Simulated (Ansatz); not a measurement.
End structure of the 1x1 (111) surface of fcc Ag:

```
CELL_PARAMETERS angstrom
      8.80015     0.00000     0.00000
     -4.40007     7.62115     0.00000
      0.00000     0.00000    26.50000
ATOMIC_POSITIONS crystal
  Ag 0.11111 0.22222 0.36572
  Ag 0.11111 0.55556 0.36572
  Ag 0.11111 0.88889 0.36572
  Ag 0.44444 0.22222 0.36572
  Ag 0.44444 0.55556 0.36572
  Ag 0.44444 0.88889 0.36572
  Ag 0.77778 0.22222 0.36572
  Ag 0.77778 0.55556 0.36572
  Ag 0.77778 0.88889 0.36572
  Ag 0.22222 0.11111 0.45551
  Ag 0.22222 0.44444 0.45551
  Ag 0.22222 0.77778 0.45551
  Ag 0.55556 0.11111 0.45551
  Ag 0.55556 0.44444 0.45551
  Ag 0.55556 0.77778 0.45551
  Ag 0.88889 0.11111 0.45551
  Ag 0.88889 0.44444 0.45551
  Ag 0.88889 0.77778 0.45551
  Ag 0.00000 0.00000 0.54449
  Ag 0.00000 0.33333 0.54449
  Ag 0.00000 0.66667 0.54449
  Ag 0.33333 0.00000 0.54449
  Ag 0.33333 0.33333 0.54449
  Ag 0.33333 0.66667 0.54449
  Ag 0.66667 0.00000 0.54449
  Ag 0.66667 0.33333 0.54449
  Ag 0.66667 0.66667 0.54449
  Ag 0.11111 0.22222 0.63428
  Ag 0.11111 0.55556 0.63428
  Ag 0.11111 0.88889 0.63428
  Ag 0.44444 0.22222 0.63428
  Ag 0.44444 0.55556 0.63428
  Ag 0.44444 0.88889 0.63428
  Ag 0.77778 0.22222 0.63428
  Ag 0.77778 0.55556 0.63428
  Ag 0.77778 0.88889 0.63428
```

Model: 36-atom slab, 7.1 Å thick at the start (thin: gaps and levels are the slab's own), 4x4x1 mesh, Fermi-Dirac 0.1 eV, dipole correction, 18 atoms held, the rest relaxed; start symmetry kept, larger cells not searched; no spin, no spin-orbit, no U.

Problem. Estimate the work function of the top face that PBE (Ansatz, a program for electronic structure) returns for this input.

Solution. 4.44 eV
